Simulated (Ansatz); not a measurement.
Pair distribution function (Ni-Ni) of composition SiNi, cell Si24Ni24, brought to this temperature after a much hotter stage [in the run: it was liquid; mean temperature 1719 K (target 1590 K); density 5.42 g/cm³; one k-point, which a denser mesh shifts by -0.1 GPa in pressure and 0.08 eV/Å in forces], from MD at 1719 K. Calculation: r2SCAN (plane waves, PAW; Ansatz, a program for electronic structure). Volume per atom 13.30 Å³, mean pressure 0.0 GPa. The atoms began on random sites, so units and networks may differ from a laboratory melt's.

(r (Å), g(r)): (1.46, 0.00); (1.54, 0.00); (1.62, 0.00); (1.70, 0.00); (1.78, 0.00); (1.86, 0.00); (1.94, 0.00); (2.02, 0.01); (2.10, 0.05); (2.18, 0.22); (2.26, 0.77); (2.34, 1.26); (2.42, 1.76); (2.50, 1.97); (2.58, 2.08); (2.66, 1.99); (2.74, 1.74); (2.82, 1.39); (2.90, 1.08); (2.98, 0.97); (3.06, 0.67); (3.14, 0.68); (3.22, 0.60); (3.30, 0.55); (3.38, 0.60); (3.46, 0.55); (3.54, 0.67); (3.62, 0.71); (3.70, 0.76); (3.78, 0.84); (3.86, 1.02); (3.94, 1.10); (4.02, 1.20); (4.10, 1.24); (4.18, 1.40); (4.26, 1.36)

From these data, give where the first shell ends and the number of neighbours in it.

first minimum near 3.3 Å (g down to about 0.55); 5.0 Ni round each Ni in the shell, from n = 4πρ∫r²g(r)dr.
